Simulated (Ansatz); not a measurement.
Results of BLYP (Ansatz, a first-principles code, plane waves, PAW) for fluorite HfO2 (high-temperature phase).

Numerical settings: plane-wave cutoff 520 eV, 12×12×12 k mesh, Fermi–Dirac smearing 0.01 eV, scalar-relativistic PAW data made under PBE.

Response to compression and expansion:

```
V (Å³/atom)  P (GPa)  direct gap at Γ (eV)  smallest gap on the k mesh (eV)
-----------  -------  --------------------  -------------------------------
10.654         16.52                 4.567                            3.914
10.880         10.43                 4.507                            3.858
11.107          4.94                 4.447                            3.802
11.334          0.00                 4.386                            3.747
11.560         -4.44                 4.326                            3.693
11.787         -8.45                 4.265                            3.639
12.014        -12.05                 4.205                            3.586
```

The fundamental gap (3.75 eV at the equilibrium volume, with added k points) lies elsewhere than Γ–Γ.

Note: symmetry holds this phase in the static calculation, where it need not be a minimum; held by symmetry at 0 K, a high-temperature phase can be a saddle point.

Spin–orbit coupling is not included.
